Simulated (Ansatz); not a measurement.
**Equilibrium volume per atom of MoGe (model structure, started from the TiAs type, P6₃/mmc, No. 194, 8 atoms in the cell) at several levels of theory**

No measured value is used here.

| level (code) | value (Å³/atom) |
|---|---|
| PBE (Ansatz) | [?] |
| PBEsol (Ansatz) | 15.24 |
| PBE-D3(BJ) (Ansatz) | 15.26 |

Task: Complete the blanks.

Result: 
- PBE (Ansatz, a first-principles code), value (Å³/atom): 15.77

Ansatz's density-functional and Hartree–Fock values are scalar-relativistic unless marked +SOC, with PAW data made under PBE.

A model structure was made by putting elements into a prototype or built by hand; it is no filed structure, need not be a known phase, and can be a saddle point held by its symmetry.
